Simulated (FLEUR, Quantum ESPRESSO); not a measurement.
## GdZnSi (P-6m2, 3 atoms in the cell) computed with different codes at matched settings

Self-consistent single point, at a second geometry (lattice scaled by 0.98). First geometry:

```
GdZnSi
1.0
    4.10861     0.00000     0.00000
   -2.05430     3.55816     0.00000
    0.00000     0.00000     4.11278
Gd Zn Si
1 1 1
Direct
  0.66667   0.33333   0.00000
  0.33333   0.66667   0.50000
  0.00000   0.00000   0.50000
```
Moments meant for the start (each program seeds them in its own way; μB, in the order of the atoms Gd Zn Si): 7.0 0.0 0.0.

Shared settings, as Quantum ESPRESSO writes them: occupations = smearing; smearing = gauss; degauss = 0.019992 Ry; nspin = 2; K_POINTS = automatic 9 9 8 0 0 0. Potentials and cutoffs stand in the table.

```json
[
 {"code": "FLEUR", "model": "PBEsol, all-electron FLAPW (FLEUR), scalar-relativistic valence", "size of the net moment (μB/atom)": "2.39", "cutoff": "Kmax 4 1/bohr"},
 {"code": "Quantum ESPRESSO", "model": "PBEsol, SSSP 1.1.2 efficiency (PBE) pseudopotentials", "size of the net moment (μB/atom)": "2.40", "cutoff": "50 Ry"}
]
```

On FLEUR's run: spin-orbit coupling is off. With one magnetic atom in the cell only a parallel order is possible. With U or open f shells several self-consistent states can exist. The f electrons are in the valence without U or exact exchange, which can misplace them near the Fermi level. Spin-orbit terms, which matter for f shells, are left out.

The spread over the programs that give each value: size of the net moment within 0.01 μB/atom.

FLEUR treats all electrons, but the usual bases taken here (sphere radii, linearisation, local orbitals, empty states) were not tested for convergence, so the values are no reference for the others.

The starting cell comes from a database of computed structures (which also holds hypothetical and non-ambient phases and stackings), without a prior relaxation at this level. For this run, on top of that: lattice scaled by 0.98.

Left out of this page: Ansatz (with a known weakness of the program).
